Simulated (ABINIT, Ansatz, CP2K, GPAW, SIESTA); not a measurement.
# Code comparison for SrTiO₃ (Pm-3m, 5 atoms in the cell)

Band-structure calculation.

```xyz
5
Lattice="3.9890 0.0000 0.0000 0.0000 3.9890 0.0000 0.0000 0.0000 3.9890" Properties=species:S:1:pos:R:3 pbc="T T T"
Sr     0.0000     0.0000     0.0000
Ti     1.9945     1.9945     1.9945
O      1.9945     0.0000     1.9945
O      0.0000     1.9945     1.9945
O      1.9945     1.9945     0.0000
```

Shared settings, as Ansatz (an electronic-structure program) writes them: kpoints.mp_grid.grid = 6 6 6; scf.occupations.method = fermi_dirac; scf.occupations.width = 0.02 eV. Potentials and cutoffs stand in the table.

```tsv
code	model	gap along the path (eV)	smallest direct gap (eV)	cutoff
ABINIT	PBE, PAW (JTH v2.0 PBE PAW)	1.76	2.13	30 Ha
Ansatz	PBE, default PAW files	1.76	2.14	default
SIESTA	GGA PBE, numerical atomic orbitals DZP, PseudoDojo PBE standard norm-conserving potentials (rewritten from UPF to PSML)	1.71	2.05	grid 300 Ry
GPAW	PBE, GPAW PAW datasets PBE (gpaw-data 1.0.1)	1.77	2.15	900 eV
CP2K	PBE, GPW, DZVP-MOLOPT-SR-GTH basis, GTH-PBE potentials (GTH_POTENTIALS)	1.67	2.09	grid 600 Ry
```

The spread over the programs that give each value: gap along the path within 0.10 eV; smallest direct gap within 0.10 eV.

SIESTA and CP2K use small atom-centred bases, whose incompleteness enters pressures, forces and empty levels differently from a plane-wave cutoff.

The starting cell has typed, rounded lattice constants, without a prior relaxation at this level. Its lattice was rescaled by a random factor within 2.5 % of one.

Left out of this page: Quantum ESPRESSO and FLEUR (not drawn, or without a comparable value).

Keys are those of Ansatz 0.2.
